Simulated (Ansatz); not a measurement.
## How far to go with the plane-wave cutoff: SrNiGe2 (Cm, 8 atoms in the cell)

```yaml
crystal:
  lattice:
    - [2.21221, -8.62467, 0.00000]
    - [2.21221, 8.62467, 0.00000]
    - [0.00000, 0.00000, 4.19818]
  atoms:
    - { symbol: Sr, position: [0.89243, 0.10757, 0.76191] }
    - { symbol: Sr, position: [0.10757, 0.89243, 0.25000] }
    - { symbol: Ni, position: [0.68229, 0.31771, 0.75000] }
    - { symbol: Ni, position: [0.31771, 0.68229, 0.25000] }
    - { symbol: Ge, position: [0.54346, 0.45654, 0.75000] }
    - { symbol: Ge, position: [0.45654, 0.54346, 0.25000] }
    - { symbol: Ge, position: [0.25084, 0.74916, 0.75000] }
    - { symbol: Ge, position: [0.74916, 0.25084, 0.25000] }
```

Method of the run: LDA (PW92), default PAW files made with PBE (plane waves; Ansatz, a quantum-chemistry and plane-wave program).

Base settings: basis.ecutwfc = 30.9 Ry; kpoints.mp_grid.grid = 3 3 3; hamiltonian.xc = lda; hamiltonian.pseudopotentials = {kind: paw} (the program's default PAW files); scf.occupations.method = gaussian; scf.occupations.width = 0.0073 Ry.

The second cell is the first with its lattice scaled by 0.98.

The mesh stays at the base's, so the ladder's end is converged at best in this setting alone.

The first pressure column holds Ansatz's estimate of the finite-basis (Pulay) stress, which hides part of the cutoff error; the other is without it.

Only quantities that move along the ladder and can be compared are tabulated.

The count of work is k-points × plane waves × bands × iterations; it is no time. 

The starting cell comes from a database of computed structures (which also holds hypothetical and non-ambient phases and stackings), without a prior relaxation at this level. Its lattice was rescaled by up to half a per cent. One atom was moved a little off its site on purpose. Spin polarisation is off. In the base run, with a pressure of about -5 GPa the cell is away from its equilibrium volume at this level. Without a gap this mesh is coarse (it stands for a supercell whose shortest vector is 13 Å).

```tsv
basis.ecutwfc	free energy less the last step's (meV/atom)	energy of the compressed cell less the first (meV/atom)	pressure (GPa)	pressure without the Pulay estimate (GPa)	largest difference of a force vector from the last step's (eV/Å)	count of work / last
10.7 Ry	55540.99	-1162.46	4.09	-1524.79	4.248	0.10
12.5 Ry	22884.58	552.75	3.10	-729.66	2.893	0.11
14 Ry	11364.74	-186.67	-2.90	-413.27	0.963	0.11
15.4 Ry	5635.24	-6.92	-5.33	-235.09	0.036	0.13
16.9 Ry	2647.78	-0.70	-4.75	-128.34	0.141	0.11
18.4 Ry	1216.19	-21.59	-5.19	-69.40	0.080	0.12
21.7 Ry	178.22	-16.40	-4.69	-17.55	0.016	0.16
24.6 Ry	26.11	-19.84	-4.84	-7.26	0.012	0.19
27.9 Ry	3.44	-20.70	-4.92	-5.12	0.002	0.20
30.9 Ry	1.94	-20.75	-4.93	-4.97	0.000	0.27
33.8 Ry	1.43	-20.77	-4.94	-4.97	0.000	0.31
37.1 Ry	0.98	-20.77	-4.94	-4.96	0.000	0.35
41.5 Ry	0.74	-20.77	-4.94	-4.95	0.000	0.42
46.3 Ry	0.53	-20.78	-4.94	-4.95	0.000	0.49
54 Ry	0.20	-20.79	-4.94	-4.95	0.000	0.62
61.7 Ry	0.08	-20.79	-4.94	-4.94	0.000	0.76
74.2 Ry	0.00	-20.80	-4.94	-4.94	0.000	1.0
```

Coarsest basis.ecutwfc that holds the pressure without the Pulay estimate within 0.1 GPa of the last step, with all finer ones: 30.9 Ry, at 0.27 of the last step's count of work; the step before is off by 0.18 GPa.

Coarsest basis.ecutwfc that holds the free energy within 5 meV/atom of the last step, with all finer ones: 27.9 Ry, at 0.20 of the last step's count of work; the step before is off by 26 meV/atom.

Coarsest basis.ecutwfc that holds the forces within 0.01 eV/Å of the last step, with all finer ones: 27.9 Ry, at 0.20 of the last step's count of work; the step before is off by 0.012 eV/Å.

The energy difference between the two cells stays within 1 meV/atom of the last step's from 24.6 Ry on, the total only from 37.1 Ry on: much of the error is common to both cells and cancels.

At the lowest cutoff the pressure without the Pulay estimate lies 1520 GPa under the last step's, the usual sign of Pulay stress in an incomplete plane-wave basis.

Keys are those of Ansatz 0.2.
